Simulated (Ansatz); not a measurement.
Given:

```xyz
10
Lattice="5.3423 -1.4602 -0.1736 5.3423 1.4602 -0.1736 -1.3677 0.0000 5.8971" Properties=species:S:1:pos:R:3 pbc="T T T"
Ga     0.2228     0.0000     4.8310
Ga     9.0941     0.0000     0.7189
Ga     6.5043     0.0000     1.7153
Ga     2.8126     0.0000     3.8346
O      1.9550     0.0000     0.7570
O      7.3619     0.0000     4.7929
O      0.9279     0.0000     3.1064
O      8.3890     0.0000     2.4435
O      4.8194     0.0000     1.0367
O      4.4976     0.0000     4.5132
```

No spin polarisation.

Level of theory: r2SCAN in Ansatz (plane waves to 500 eV, PAW, spin-orbit coupling left out). Γ-centred 11×11×6 mesh, Fermi–Dirac width 0.05 eV.

Question: Predict the width of the top valence band, band gap and gap character.

Answer: 
```json
{
  "width_of_the_top_valence_band": "0.59 eV",
  "band_gap": "3.89 eV",
  "gap_character": "indirect, M₂ → Γ"
}
```

Load acts through the strain it causes; cell and atoms are relaxed under it. Stability against distortions was not tested. Competing high-pressure phases were not computed. The cell was made from Ga$_{2}$O$_{3}$ (space group C2/m, No. 12) by this change: pressure 22.5 GPa.

Ansatz is a quantum-chemistry and plane-wave program.
